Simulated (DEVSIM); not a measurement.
System: illuminated Si n-on-p cell, one wavelength, at 300 K.

| layer (left to right) | material | thickness (μm) | Nd (cm⁻³) | Na (cm⁻³) | τn (s) | τp (s) | absorption coefficient (cm⁻¹) |
|---|---|---|---|---|---|---|---|
| 1 | Si | 0.720 | 1.2e19 | - | 7.6e-8 | 3.6e-8 | 6200 |
| 2 | Si | 26.0 | - | 1.8e15 | 3.3e-7 | 3.3e-7 | 6200 |

Left contact: ohmic, minority hole recombination velocity 300 cm/s. Right contact: ohmic, minority electron recombination velocity 10 cm/s. Voltage is applied to the left contact. Recombination: SRH at mid-gap, radiative, Auger. Light enters at the left, 8.1e16 photons cm⁻² s⁻¹, one pass, no reflection. Mobility is μmin + (μ − μmin)/(1 + (N/Nref)^α).

Constants are typed, rounded textbook-type inputs, not results; the design itself was drawn at random and stands for no fabricated device. Values at 300 K.

| parameter | Si |
|---|---|
| gap (eV) | 1.124 |
| affinity (eV) | 4.05 |
| permittivity | 11.7 |
| Nc (cm⁻³) | 2.86e19 |
| Nv (cm⁻³) | 3.1e19 |
| μn (cm²/Vs) | 1417 |
| μp (cm²/Vs) | 470 |
| μn,min | 52 |
| μp,min | 45 |
| Nref,n | 9.7e16 |
| Nref,p | 2.2e17 |
| αn | 0.68 |
| αp | 0.72 |
| B (cm³/s) | 4.7e-15 |
| Cn (cm⁶/s) | 2.8e-31 |
| Cp (cm⁶/s) | 9.9e-32 |

Model (solved in DEVSIM): 1D drift-diffusion, Boltzmann statistics, complete ionisation; no tunnelling, impact ionisation, image-force lowering or self-heating.

The photon flux was swept, all else fixed.

```tsv
photon flux (cm^-2 s^-1)	largest power (mW/cm²)	open-circuit voltage (V)	fill factor	short-circuit current (mA/cm²)
2.4e15	0.109	0.396	0.74	0.370
8.1e15	0.411	0.429	0.77	1.25
2.4e16	1.32	0.458	0.78	3.70
8.1e16	4.87	0.491	0.79	12.5
2.4e17	15.4	0.520	0.80	37.0
8.1e17	55.9	0.553	0.81	125
2.4e18	175	0.586	0.80	371
```

From the first row to the last the largest power goes from 0.109 to 175. From the first row to the last the open-circuit voltage goes from 0.396 to 0.586.
